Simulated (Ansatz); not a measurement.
## Fluorite HfO2 (high-temperature phase)

The numbers are results of BLYP (plane waves, PAW; Ansatz, a quantum-chemistry and plane-wave program), not measurements.

Numerical settings: plane-wave cutoff 520 eV, 12×12×12 k mesh, Fermi–Dirac smearing 0.01 eV, scalar-relativistic PAW data made under PBE.

Cell (relaxed at this level):

```
CELL_PARAMETERS angstrom
      0.00000     2.57132     2.57132
      2.57132     0.00000     2.57132
      2.57132     2.57132     0.00000
ATOMIC_POSITIONS crystal
  Hf 0.00000 0.00000 0.00000
  O  0.25000 0.25000 0.25000
  O  0.75000 0.75000 0.75000
```

```
Item                                         Result
------------------------------------------  -------
bulk modulus                                234 GPa
band gap                                    3.75 eV
direct gap at Γ                             4.39 eV
pressure derivative B′ of the bulk modulus      4.2
```

Measured, for comparison: bulk modulus 242 ± 16 GPa (room temperature, not corrected to a static lattice, nanocrystalline cubic HfO2, second-order Birch-Murnaghan; as tabulated in High-pressure structural stability, equation of state, and thermal expansion …). Computed (rounded) less measured: bulk modulus -3 % (inside the measured uncertainty).

Note: symmetry holds this phase in the static calculation, where it need not be a minimum; held by symmetry at 0 K, a high-temperature phase can be a saddle point.

Spin–orbit coupling is not included.

It cost roughly 40 core-seconds of CPU time.
